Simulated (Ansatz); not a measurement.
## HgSe, element substitutions

Base system: HgSe in the zinc blende structure (space group F-43m, No. 216; a = 6.133 Å).

Each row replaces one element on all its sites; cell and atoms are relaxed.

Level of theory: PBEsol in Ansatz (plane waves to 420 eV, PAW, no SOC).

```csv
change,density,band gap
base,8.05 g/cm³,zero
Hg → Pt,10.29 g/cm³,zero
Hg → Pb,6.09 g/cm³,0.47 eV
Hg → Tl,6.55 g/cm³,zero
Se → Te,7.90 g/cm³,zero
```

Spin-orbit coupling, missing from the scalar runs, can matter with Hg, Pb and Te. Stability against distortions was not tested. As relaxed here, PtSe, PbSe and TlSe are hypothetical phases, not in the database extracts checked. All final runs are without spin polarisation. An odd electron count without spin: TlSe. PtSe has a high density of states at the Fermi level and may be magnetic at this level. The zero or small gap of HgSe and HgTe can change with the level of theory.

Ansatz is a program for electronic structure.
